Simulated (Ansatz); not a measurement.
The reference is Ag in the fcc (Cu type) structure (space group Fm-3m, No. 225).

Space group Fm-3m (No. 225); a = b = c = 4.0544 Å, α = β = γ = 90.00°

```tsv
atom	site	symmetry	x	y	z
Ag	4a	m-3m	0.0000	0.0000	0.0000
```
(The calculation used a cell of 1 atom; values per cell refer to that cell.)

All numbers come from PBEsol (Ansatz, a quantum-chemistry and plane-wave program; PAW; 420 eV plane waves; without spin-orbit coupling).

For the base:

- Lattice parameter a: 7.662 bohr

Modification: a hydrostatic pressure of 9 GPa.

What does the calculation give for the lattice parameter a after the change?

The lattice parameter a drops by 0.160 bohr, from 7.662 bohr to 7.502 bohr.

Load acts through the strain it causes; cell and atoms are relaxed under it. Stability against distortions was not tested. Competing high-pressure phases were not computed.
